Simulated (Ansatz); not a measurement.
**SnO2, pressure series**

Base system: SnO₂ in the rutile structure (space group P4_2/mnm, No. 136; a = 4.7692 Å, c = 3.2120 Å).

Cell and atoms are relaxed at each pressure.

All numbers come from PBEsol, PAW, 420 eV (Ansatz, an electronic-structure program; spin-orbit coupling left out).

Candidates:
(a) pressure 9 GPa
(b) pressure −1 GPa
(c) pressure 22.5 GPa
(d) pressure 2.1 GPa
(e) pressure 30 GPa

Before the change:

The band gap is 0.92 eV.

**Question.** Order them by band gap, lowest first.

**Answer.** (b) pressure −1 GPa (0.86 eV), (d) pressure 2.1 GPa (1.03 eV), (a) pressure 9 GPa (1.37 eV), (c) pressure 22.5 GPa (1.97 eV), (e) pressure 30 GPa (2.27 eV)

Load acts through the strain it causes; cell and atoms are relaxed under it. Stability against distortions was not tested. Competing high-pressure phases were not computed.
